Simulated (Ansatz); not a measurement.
Output of an Ansatz run (abridged):

```
Pseudopotentials: kind: paw
Pseudopotential: Si, paw, valence charge 4
Pseudopotential: W, paw, valence charge 14
Crystal: 3 atoms, lattice volume = 39.979 Å³
Basis set: ecut = 420 eV, 769 PW (Γ), exchange–correlation on 64×64×64 points (8 copies of the dense FFT grid, shifted against one another)
Bands: 15, of which v1, the nominal top of the filled ones, is band 11 counted from 1 (10 counted from 0)
Symmetry: 16 space group operations
Space group: I4/mmm (ITA 139), of the structure as read, at distance tolerance 3.4e-5 Å
k-points: 244 of 2744
Initial density: superposition of atomic densities (neutral atoms: chi_scale 0, normalization atom), corrected by the library's trained network
Initial wavefunctions: pseudopotential atomic-orbital guess
Eigensolver: davidson
Functional: x = pbe(κ = 0.804, μ = 0.2195149727645171), c = pbe(β = 0.06672455060314922)
SCF iter   1: F=—  HF=-11657.441419 eV  |F-HF|=—  |Δ(HF+E_count)|=         —  Δρ=3.51e-3  dr2=2.08e-3  ethr=1.77e-3  ⟨swp⟩=5.0  Hψ=21128  notcnv=0
all-band conjugate gradients solve this SCF's bands
preconditioner: auto → Kerker (q_TF=auto, 2.470 Å⁻¹)
SCF iter   2: F=—  HF=-11657.441699 eV  |F-HF|=—  |Δ(HF+E_count)|=   2.80e-4  Δρ=2.02e-3  dr2=8.26e-4  ethr=9.47e-6  ⟨swp⟩=1.0  Hψ=5618  notcnv=0
SCF iter   3: F=—  HF=-11657.441781 eV  |F-HF|=—  |Δ(HF+E_count)|=   8.23e-5  Δρ=1.96e-4  dr2=1.85e-5  ethr=3.75e-6  ⟨swp⟩=2.5  Hψ=5240  notcnv=0
SCF iter   4: F=—  HF=-11657.441783 eV  |F-HF|=—  |Δ(HF+E_count)|=   2.29e-6  Δρ=8.47e-5  dr2=1.96e-6  ethr=8.39e-8  ⟨swp⟩=2.4  Hψ=5116  notcnv=0
SCF iter   5: F=—  HF=-11657.441783 eV  |F-HF|=—  |Δ(HF+E_count)|=   3.30e-8  Δρ=1.38e-5  dr2=1.02e-7  ethr=8.90e-9  ⟨swp⟩=2.1  Hψ=5111  notcnv=0
SCF iter   6: F=-11657.441783 eV  HF=-11657.441783 eV  |F-HF|=1.61e-9  |Δ(HF+E_count)|=   1.09e-8  Δρ=2.74e-6  dr2=3.36e-9  ethr=4.55e-10  ⟨swp⟩=4.2  Hψ=12109  notcnv=0
SCF 1 converged in 6 iterations: F = -11657.441783 eV  dr2 = 3.36e-9
SCF converged after 6 iterations
Free energy (F): -11657.441783 eV
Harris-Foulkes:  -11657.441783 eV  (|F-HF|=1.61e-9)
Internal energy: -11657.440690 eV  (E = F + TS)
E sigma→0 (E₀):  -11657.441237 eV
Entropy (-TS):   -0.001093 eV (-0.364 meV/atom)
Fermi energy:    16.969346 eV
--- Per-component energies (eV) ---
  E_band       = -75.826870
  E_kinetic    = 542.761386
  E_local      = -939.456232  (includes V_loc(G=0)·N_el)
  E_nonlocal   = 50.870790
  E_hartree    = 370.038433
  E_xc         = -382.512518
  E_vxc        = -339.360827  (∫ρ·V_xc dr)
  E_paw        = -9588.461683  (= ΣΔE_a)
  E_vpaw       = -130.720303  (= ΣTr[D̂ρ^β])
  E_aug_tail   = -0.000058  (compensation charges beyond the density's cutoff)
  E_ewald      = -1710.680809
  E_smearing   = -0.001093  (= −TS)
  E_closure    = 0.000000  (closes the sum)
  Σ components = -11657.441783   (vs F -11657.441783, Δ=0.00e0)
--- Forces (eV/Å), atoms counted from 1 ---
  atom   1  Si     0.00000000     0.00000000     0.13672635
  atom   2  Si     0.00000000     0.00000000    -0.13672635
  atom   3  W      0.00000000     0.00000000     0.00000000
  max |Σ_I F_I| component: 1.04e-16 eV/Å
--- Stress (GPa, compression-positive) ---
        5.974188       0.000000      -0.000000
        0.000000       5.974188       0.000000
        0.000000       0.000000       6.231197
  P = ⅓ Tr σ = 6.0599 GPa (60.599 kbar)
  The stress holds the Pulay correction. Without it, at fixed plane waves, as pw.x and ABINIT print it: P = 6.0100 GPa
--- Band table (eV; the first three rows and the last of 244) ---
  k-point 0: bands = ["-56.7871", "-21.0991", "-21.0714", "-21.0714", "2.7969", "10.0261", "13.2296", "13.5765", "14.1027", "14.1027", "17.5864", "19.8074", "19.8733", "20.0632", "20.0632"]
  k-point 1: bands = ["-56.7863", "-21.0969", "-21.0826", "-21.0812", "2.9645", "10.1783", "12.7068", "13.6152", "13.6794", "14.6490", "16.7713", "19.5782", "20.1891", "20.2348", "20.3690"]
  k-point 2: bands = ["-56.7841", "-21.1130", "-21.1085", "-21.0909", "3.4546", "10.5870", "12.0614", "12.7735", "13.7411", "15.1963", "15.2436", "19.4382", "20.4906", "20.5645", "21.1205"]
  k-point 243: bands = ["-56.7870", "-21.1173", "-21.0727", "-21.0727", "5.1017", "5.8450", "13.0522", "14.3768", "16.1430", "16.1430", "16.4570", "16.4570", "17.7667", "21.5110", "21.9717"]
```

The structure:

```
CELL_PARAMETERS angstrom
     -1.60018     1.60018     3.90326
      1.60018    -1.60018     3.90326
      1.60018     1.60018    -3.90326
ATOMIC_POSITIONS crystal
  Si 0.66500 0.66500 0.00000
  Si 0.33500 0.33500 0.00000
  W  0.00000 0.00000 0.00000
```

**Question.** Reconstruct the input of this run.

**Answer.** Other spellings and defaults could give the same log, and not every line can be read from it. The input that was run (DFT, PBE, plane waves, default PAW files):

Ansatz 0.2 input:
```yaml
crystal:
  lattice:
    - [-1.600185, 1.600185, 3.903255]
    - [1.600185, -1.600185, 3.903255]
    - [1.600185, 1.600185, -3.903255]
  atoms:
    - { symbol: Si, position_ang: [0.000000, -0.000000, 5.191329] }
    - { symbol: Si, position_ang: [0.000000, -0.000000, 2.615181] }
    - { symbol: W, position_ang: [0.000000, 0.000000, 0.000000] }
basis:
  ecutwfc: 420.0
kpoints:
  mp_grid: { grid: [14, 14, 14] }
hamiltonian:
  xc: pbe
  pseudopotentials: { kind: paw }
scf:
  occupations: { method: gaussian, width: 0.1 }
output:
  forces: true
  eigenvalues: true
  stress: true
```

The starting cell has typed, rounded lattice constants, without a prior relaxation at this level. Its lattice was rescaled by up to half a per cent. Spin-orbit coupling is off. Spin polarisation is off. With a pressure of about 6 GPa the cell is away from its equilibrium volume at this level. Ansatz's pressure includes its estimate of the finite-basis (Pulay) stress.

Ansatz is a first-principles code.
